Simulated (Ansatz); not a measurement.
## wurtzite AlN: the defect Al vacancy (V_Al)

Computed with PBE, PAW (plane waves to 420 eV; Ansatz, an electronic-structure program). Cell: 96 sites, 3×2×2; final energies on a 2×2×2 shifted mesh. Site at the start: the Al site. Energies of charged states are corrected for periodic images (point charge plus alignment at distant sites). Dielectric constants: PBE linear response of the host. Host gap at this level: 4.03 eV. A cell of this size leaves errors of a few tenths of an eV. PBE underestimates the host's gap, which shifts levels and can delocalise carriers. Spin–orbit coupling is left out. Each state is the lowest found from its start.

Formation energies E_f are given with the Fermi level at the valence-band maximum. Chemical conditions: Al-rich (Δμ(Al) = 0.00 eV; only phases computed here count, gases as isolated molecules at 0 K); N-rich (Δμ(Al) = -2.74 eV; only phases computed here count, gases as isolated molecules at 0 K). Reference phases: Al: fcc Al.

| charge | moment (μB) | largest move off a lattice site (Å) | image correction with alignment (eV) | E_f, Al-rich (eV) | E_f, N-rich (eV) | above the lowest spin state (eV) |
|---|---|---|---|---|---|---|
| +1† | 2.0 | 0.28 | -0.01 | – | – | 0.00 |
| +1† | not spin-polarised | 0.28 | -0.05 | – | – | 0.63 |
| 0 | 3.0 | 0.21 | 0.00 | 9.08 | 6.35 | 0.00 |
| 0 | 3.0 | 0.21 | 0.00 | 9.08 | 6.35 | 0.00 |
| −1 | 2.0 | 0.22 | 0.42 | 10.12 | 7.38 | 0.00 |
| −1† | not spin-polarised | 0.23 | 0.43 | – | – | 0.35 |
| −2 | 1.0 | 0.25 | 1.25 | 11.79 | 9.05 | 0.00 |
| −2 | 1.0 | 0.25 | 1.25 | 11.79 | 9.05 | 0.00 |
| −3 | not spin-polarised | 0.31 | 2.51 | 14.12 | 11.39 | 0.00 |

† Not settled in this cell, so no level is given: charge +1: level within 0.1 eV of a band edge or past it.

Starting moments that weren't kept: charge 0 began with 1 μB and ended with 3.0; charge −2 began with 3 μB and ended with 1.0.

Transition levels above the valence-band maximum: ε(0/−1) = 1.03 eV; ε(−1/−2) = 1.67 eV; ε(−2/−3) = 2.33 eV. On the lower envelope of the bound states, inside the gap: (0/−1) at 1.03 eV; (−1/−2) at 1.67 eV; (−2/−3) at 2.33 eV.

Flagged in the runs: a doubtful potential alignment, a host whose relaxation on this sampling wasn't shown to rest, a strain field that reaches the edge of the cell.

All states together cost about 2.2 core-hours (a rough figure).
